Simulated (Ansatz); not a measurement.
Consider HfC in the rock salt structure (space group Fm-3m, No. 225; a = 4.607 Å).

Computed with PBEsol (Ansatz, an electronic-structure program), scalar-relativistic without spin-orbit coupling.

For the base:

| Property | Result |
|---|---|
| Lattice parameter a | 4.607 Å |

Now apply this change: cell and atoms relaxed at a pressure of 2.1 GPa.

**Question.** What happens to the lattice parameter a?

**Answer.** The lattice parameter a drops by 0.013 Å, from 4.607 Å to 4.594 Å.

Load acts through the strain it causes; cell and atoms are relaxed under it. No phonon test of stability was made. All final runs are without spin polarisation.
